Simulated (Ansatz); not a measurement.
Results of LDA (Ansatz, an electronic-structure program, PAW) for GeI4 (Pa-3, No. 205).

Numerical settings: plane-wave cutoff 520 eV, 4×4×4 k mesh, Fermi–Dirac smearing 0.01 eV, scalar-relativistic PAW data made under PBE.

Cell (relaxed at this level):

```
CELL_PARAMETERS angstrom
     11.47668     0.00000     0.00000
      0.00000    11.47668     0.00000
      0.00000     0.00000    11.47668
ATOMIC_POSITIONS crystal
  Ge 0.12935 0.12935 0.12935
  Ge 0.37065 0.87065 0.62935
  Ge 0.62935 0.37065 0.87065
  Ge 0.87065 0.62935 0.37065
  Ge 0.87065 0.87065 0.87065
  Ge 0.62935 0.12935 0.37065
  Ge 0.37065 0.62935 0.12935
  Ge 0.12935 0.37065 0.62935
  I  0.25532 0.25532 0.25532
  I  0.24468 0.74468 0.75532
  I  0.75532 0.24468 0.74468
  I  0.74468 0.75532 0.24468
  I  0.74468 0.74468 0.74468
  I  0.75532 0.25532 0.24468
  I  0.24468 0.75532 0.25532
  I  0.25532 0.24468 0.75532
  I  0.00903 0.99821 0.25753
  I  0.49097 0.00179 0.75753
  I  0.50903 0.50179 0.74247
  I  0.99097 0.49821 0.24247
  I  0.25753 0.00903 0.99821
  I  0.75753 0.49097 0.00179
  I  0.74247 0.50903 0.50179
  I  0.24247 0.99097 0.49821
  I  0.99821 0.25753 0.00903
  I  0.00179 0.75753 0.49097
  I  0.50179 0.74247 0.50903
  I  0.49821 0.24247 0.99097
  I  0.99097 0.00179 0.74247
  I  0.50903 0.99821 0.24247
  I  0.49097 0.49821 0.25753
  I  0.00903 0.50179 0.75753
  I  0.74247 0.99097 0.00179
  I  0.24247 0.50903 0.99821
  I  0.25753 0.49097 0.49821
  I  0.75753 0.00903 0.50179
  I  0.00179 0.74247 0.99097
  I  0.99821 0.24247 0.50903
  I  0.49821 0.25753 0.49097
  I  0.50179 0.75753 0.00903
```

Estimate the band gap that the calculation returns.


band gap: 1.51 eV (on the SCF k mesh)

Note: the relaxation could not lower the start's symmetry, so the cell can be a saddle point above a distorted one; the volume lies 10 % below that of the published cell.

Spin–orbit coupling is not included; with these elements it can move the gap by several tenths of an eV or more.
